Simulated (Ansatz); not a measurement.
Take Te (space group P3_121, No. 152; a = 4.521 Å, c = 5.955 Å; made of chains) as the base. Axes: x lies along a and z along c of the hexagonal cell.

Computed with plane-wave PAW DFT at the PBE level (Ansatz, a quantum-chemistry and plane-wave program, 420 eV), no spin-orbit coupling, earlier PAW set.

For the base:

* **Gap character**: indirect, L–H (80 % along) → H
* **Electron mass**: 0.065 mₑ along c, 0.046 mₑ across (at H)
* **Smallest direct gap**: 0.24 eV

One thing is altered: uniaxial strain ε_zz = −0.79 %, all other strain components held at zero; the atoms relax in the strained cell.

### Question
How does this affect the gap character, stress, electron mass and smallest direct gap?

### Answer
The gap character is still indirect, L–H (80 % along) → H; the stress (xx, yy, zz, yz, xz, xy; compression positive) amounts to (0.16, 0.16, 0.50, 0.00, 0.00, 0.00) GPa; the electron mass goes from 0.065 mₑ along c, 0.046 mₑ across (at H) to 0.066 mₑ along z, 0.051 mₑ across (at H); the smallest direct gap rises by 0.04 eV (0.24 eV → 0.28 eV).

With Te present, leaving out spin-orbit coupling can change the band edges. Masses are band curvatures over ±0.01 Å⁻¹ around the edge. No phonon test of stability was made. No dispersion term is included, though the crystal is made of layers, chains or molecules, so its spacings can come out too wide. A zero or small gap of Te can be the functional's error rather than a property of the material.
